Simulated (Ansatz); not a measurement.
**A computed series for Ag: response to strain**

Consider Ag in the fcc (Cu type) structure (space group Fm-3m, No. 225; a = 4.104 Å; relaxed with 0.1 eV smearing). Axes: x, y, z lie along the cube axes.

Strains are applied to the cell and any free atomic positions relax; under biaxial strain the out-of-plane vector relaxes too.

Computed with Ansatz (a program for electronic structure), r2SCAN, PAW, cutoff 500 eV, no spin-orbit coupling.

Notes on the quantities. pressure: mean of the normal stresses, compression positive.

```json
[
 {"change": "base", "volume per atom": "17.28 Å³", "pressure": "0.0 GPa"},
 {"change": "biaxial strain +0.42 %, plane normal [111], relaxed out of plane", "volume per atom": "17.37 Å³", "pressure": "-0.5 GPa"},
 {"change": "biaxial strain +0.83 %, plane normal [111], relaxed out of plane", "volume per atom": "17.44 Å³", "pressure": "-0.9 GPa"},
 {"change": "biaxial strain +1.25 %, plane normal [111], relaxed out of plane", "volume per atom": "17.52 Å³", "pressure": "-1.3 GPa"},
 {"change": "biaxial strain +1.67 %, plane normal [111], relaxed out of plane", "volume per atom": "?", "pressure": "?"},
 {"change": "biaxial strain +2.08 %, plane normal [111], relaxed out of plane", "volume per atom": "17.68 Å³", "pressure": "-2.0 GPa"},
 {"change": "biaxial strain +2.50 %, plane normal [111], relaxed out of plane", "volume per atom": "17.75 Å³", "pressure": "-2.3 GPa"}
]
```

What belongs in the blanks?


- biaxial strain +1.67 %, plane normal [111], relaxed out of plane, volume per atom: 17.60 Å³
- biaxial strain +1.67 %, plane normal [111], relaxed out of plane, pressure: -1.6 GPa

Whether these cells are dynamically stable was not tested.
